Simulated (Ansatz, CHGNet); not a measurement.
For L1₀ (CuAu-type) CuAu, the machine-learned potential CHGNet-r²SCAN (trained on r²SCAN data) gives:

```
Item                                    Result
------------------------------  --------------
equilibrium lattice constant a         2.897 Å
lattice parameter c                    3.462 Å
elastic constant C44                  14.1 GPa
Voigt–Reuss–Hill shear modulus        8.90 GPa
enthalpy of formation           -0.064 eV/atom
```

Question: What does r²SCAN (Ansatz, a first-principles code, plane waves, PAW) give for the same quantities?

Answer: 
- lattice constant a: 2.847 Å (drops by 1.7 %)
- lattice parameter c: 3.586 Å (goes up by 3.6 %)
- elastic constant C44: 65.5 GPa (grows by 360 %)
- Voigt–Reuss–Hill shear modulus: 28.7 GPa (rises by 220 %)
- formation enthalpy: -0.054 eV/atom (moves by +0.010 eV/atom)

For comparison: lattice constant a 2.8 Å (measured, temperature not stated, not corrected to a static lattice; as tabulated in Nepal et al. (2019), arXiv:1905.09348); lattice parameter c 3.67 Å (measured, temperature not stated, no zero-point or thermal correction; as tabulated in Mehl et al. (2016), arXiv:1607.02532); formation enthalpy -0.093 eV/atom (measured, 320 K, not corrected to a static lattice; as tabulated in Nepal et al. (2019), arXiv:1905.09348).

Changes are worked out from the printed values.

Unless a cell is named, each level is at its own relaxed cell (CHGNet-r²SCAN 14.53, r²SCAN 14.53 Å³/atom).

Levels without +SOC leave out spin–orbit coupling, which shifts energies and cells of such heavy elements.

Ansatz's density-functional and Hartree–Fock values are scalar-relativistic unless marked +SOC, with PAW data made under PBE.
